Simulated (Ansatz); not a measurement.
## ZnS: response to strain

The reference is ZnS in the zinc blende structure (space group F-43m, No. 216; a = 5.3891 Å).

Strains are applied to the cell and any free atomic positions relax.

Method: r2SCAN, PAW, 500 eV (Ansatz, an electronic-structure program; without spin-orbit coupling).

| isotropic strain (%) | pressure (GPa) |
|---|---|
| 0 | 0.0 |
| 0.5 | -1.1 |
| 1 | ? |
| 1.5 | -3.2 |
| 2 | -4.1 |
| 2.5 | -5.0 |
| 3 | -5.8 |

Problem. Fit P = P₀ − Bδ + Cδ² with δ = (1 + ε)³ − 1 to the rows shown and predict the withheld row.

Solution. Least squares on the printed values gives P₀ = 0.0 GPa, B = 76.7 GPa, C = 151 GPa (largest residual 0.0 GPa); this predicts -2.2 GPa, and the run gives -2.2 GPa, in agreement.

Whether these cells are dynamically stable was not tested.
